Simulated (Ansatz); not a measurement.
NbO3 (model structure, started from the ReO3 type, Pm-3m, No. 221, 4 atoms in the cell) was calculated with PBE in Ansatz (PAW).

The input as run:

Ansatz 0.2 input:
```yaml
crystal:
  lattice:
    - [3.9245542501, 0.0, 0.0]
    - [0.0, 3.9245542501, 0.0]
    - [0.0, 0.0, 3.9245542501]
  atoms:
    - { symbol: Nb, position: [0.0, 0.0, 0.0], spin: 1.0 }
    - { symbol: O, position: [0.0, 0.5, 0.0], spin: 0.0 }
    - { symbol: O, position: [0.5, 0.0, 0.0], spin: 0.0 }
    - { symbol: O, position: [0.0, 0.0, 0.5], spin: 0.0 }
basis:
  ecutwfc: 520
  ecutrho_ratio: 4
  xc_grid: 2
kpoints:
  mp_grid: { grid: [14, 14, 14] }
hamiltonian:
  xc: pbe
  dispersion: none
  pseudopotentials: { kind: paw }
scf:
  occupations: { method: fermi_dirac, width: 0.05 }
  convergence: { dr2_threshold: 0.0000000004 }
output:
  forces: true
  stress: true
  eigenvalues: true
magnetization:
  spin_polarized: true
```

The run printed, among other lines:

```
Crystal: 4 atoms, lattice volume = 60.446 Å³
Basis set: ecut = 520 eV, 1647 PW (Γ), exchange–correlation on 60×60×60 points (8 copies of the dense FFT grid, shifted against one another)
Bands: 20, of which v1, the nominal top of the filled ones, is band 16 counted from 1 (15 counted from 0)
Symmetry: 48 space group operations
Space group: Pm-3m (ITA 221), of the structure as read, at distance tolerance 3.9e-5 Å
k-points: 120 of 2744
Initial density: superposition of atomic densities (chi_scale 0.1, normalization cell, long waves kept (reshape's long-wave potential 0.00 eV rms))
Functional: x = pbe(κ = 0.804, μ = 0.2195149727645171), c = pbe(β = 0.06672455060314922)
spin=Collinear: Kerker preconditioning applied to the charge; magnetization (m = ρ↑ − ρ↓) channel mixes plain (no charge-response kernel on spin).
SCF 1 converged in 30 iterations: F = -6255.418229 eV  dr2 = 4.83e-12
SCF converged after 30 iterations
Magnetization: 0.9590 μB (15.9795 up, 15.0205 down)
Free energy (F): -6255.418229 eV
Internal energy: -6255.400043 eV  (E = F + TS)
E sigma→0 (E₀):  -6255.409136 eV
Fermi energy:    4.041096 eV
--- Stress (GPa, compression-positive) ---
        4.201045       0.000000      -0.000000
        0.000000       4.201045       0.000000
       -0.000000       0.000000       4.201045
  P = ⅓ Tr σ = 4.2010 GPa (42.010 kbar)
```

The run is spin-polarised with parallel starting moments, which need not be the measured order.

Note: the magnetic order was assumed, not searched for or taken from measurement. Note: moments this small hang on the smearing and the k mesh. Note: the moments ended far under their starting size, a low-moment state that need not be the lowest. Note: the relaxation could raise the start's symmetry but not lower it, so the cell can be a saddle point. Note: cell and atoms aren't relaxed at this level (pressure 4.2 GPa). Note: functionals without U or exact exchange can leave correlated insulators metallic, so the missing gap need not be real.

A model structure was made by putting elements into a prototype or built by hand; it is no filed structure, need not be a known phase, and can be a saddle point held by its symmetry.

Ansatz is a program for electronic structure.
